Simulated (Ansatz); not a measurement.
System: AlB2-type MgB2. Method: r²SCAN (PAW; Ansatz, an electronic-structure program).

Settings: plane-wave cutoff 560 eV, 24×24×16 k mesh (along the axes of the cell as run), Fermi–Dirac smearing 0.05 eV, scalar-relativistic PAW data made under PBE.

Shape and atoms are relaxed at each volume.

Pressure at four volumes; x = ln(V/9.545 Å³). One pressure is withheld.

```tsv
V (Å³/atom)	x	P (GPa)
9.163	-0.0408	6.55
9.545	0.0000	0.00
9.736	0.0198	-2.84
9.927	0.0392	?
```

**Question.** Pass a parabola P(x) through the three rows shown, estimate the bulk modulus and its pressure derivative near zero pressure, and predict the withheld pressure.

**Answer.** Slopes between the rows: (0.00 − (6.55))/(0.0000 − (-0.0408)) = -160.54 and (-2.84 − (0.00))/(0.0198 − (0.0000)) = -143.43 GPa. Their difference over the span 0.0606 is c = 17.11/0.0606 = 282.3 GPa, so P(x) = 6.55 + (-160.54)(x − (-0.0408)) + 282.3 (x − (-0.0408))(x − (0.0000)). At the middle row B = −dP/dx = −[-160.54 + 282.3 × 0.0408] = 149.0 GPa, and B′ = dB/dP = 2c/B = 3.8. At x = 0.0392 the parabola gives -5.41 GPa; the run gives -5.44 GPa. The Birch–Murnaghan fit to the energies at all volumes has B0 = 149 GPa and B′ = 3.6.

Measured, for comparison: bulk modulus 151 ± 5 GPa (room temperature, no zero-point or thermal correction, B' fixed at 4, sources range from 147 to 151; as tabulated in Vogt et al. (2001), arXiv:cond-mat/0102480). Computed less measured: bulk modulus -1.3 % (inside the range of the sources held).
